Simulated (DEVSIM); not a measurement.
System: abrupt Ge n-p junction, at 300 K.

```
layer (left to right)  material  thickness (μm)  Nd (cm⁻³)  Na (cm⁻³)   τn (s)   τp (s)
---------------------  --------  --------------  ---------  ---------  -------  -------
1                            Ge            1.40     1.5e15          -  0.00037  0.00037
2                            Ge            45.0          -     5.4e15  0.00037  0.00037
```

Left contact: ohmic. Right contact: ohmic. Voltage is applied to the left contact. Recombination: SRH at mid-gap. Mobility is constant in doping.

This is a model device: material constants are rounded textbook-type values typed into the input, and sizes, dopings and lifetimes were drawn at random. Values at 300 K.

```tsv
parameter	Ge
gap (eV)	0.664
affinity (eV)	4
permittivity	16
Nc (cm⁻³)	1.04e19
Nv (cm⁻³)	6e18
μn (cm²/Vs)	3900
μp (cm²/Vs)	1900
```

Simulated with DEVSIM: 1D drift-diffusion, Boltzmann statistics, complete ionisation; no tunnelling, impact ionisation, image-force lowering or self-heating.

Give the dark forward current.


```csv
V (V),J (A/cm²)
-0.05,-0.13
-0.10,-0.90
-0.15,-4.2
-0.20,-12
-0.30,-39
-0.35,-58
-0.40,-79
-0.45,-100
-0.50,-130
-0.55,-160
-0.65,-230
-0.70,-270
-0.75,-310
-0.80,-360
-0.85,-410
-0.90,-470
-1.00,-590
-1.05,-660
-1.10,-730
-1.15,-810
```
